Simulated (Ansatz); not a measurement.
Consider Sc in the hcp (Mg type) structure (space group P6_3/mmc, No. 194; a = 3.3179 Å, c = 5.1860 Å; relaxed with 0.1 eV smearing).

Method: PBE, PAW, 420 eV (Ansatz, a program for electronic structure; no spin-orbit coupling).

Strains are applied to the cell and any free atomic positions relax.

One change was made to it. Results:

The pressure (mean of the normal stresses, compression positive) goes from zero to 0.8 GPa; the energy goes up by 0.9 meV/atom; the band gap stays zero.

Problem. Which of these changes matches the shifts?
(A) isotropic strain −0.50 %
(B) isotropic strain −2.00 %
(C) isotropic strain +2.00 %

Solution. A, isotropic strain −0.50 %. For comparison, the energy relative to the base in the other runs: isotropic strain −2.00 % gives +16 meV/atom; isotropic strain +2.00 % gives +14 meV/atom.

Whether these cells are dynamically stable was not tested. The final runs are not spin-polarised.
